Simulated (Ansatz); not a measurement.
**How the Voigt–Reuss–Hill shear modulus of CsCl-type NiAl moves with the method**

No measured value is used here.

```json
[
 {"level (code)": "LDA (Ansatz)", "value (GPa)": "84.1", "cell (Å³/atom)": "11.36"},
 {"level (code)": "PBE (Ansatz)", "value (GPa)": "72.4", "cell (Å³/atom)": "12.11"},
 {"level (code)": "PBEsol (Ansatz)", "value (GPa)": "79.7", "cell (Å³/atom)": "11.72"},
 {"level (code)": "r²SCAN (Ansatz)", "value (GPa)": "85.1", "cell (Å³/atom)": "11.74"}
]
```

The crystal itself was run without spin with LDA, PBE, PBEsol, r²SCAN; a magnetic state was not tried in these runs. Each level is taken at its own relaxed cell. Cutoffs differ between the levels. Ansatz's density-functional and Hartree–Fock values are scalar-relativistic unless marked +SOC, with PAW data made under PBE.

Ansatz is an electronic-structure program.
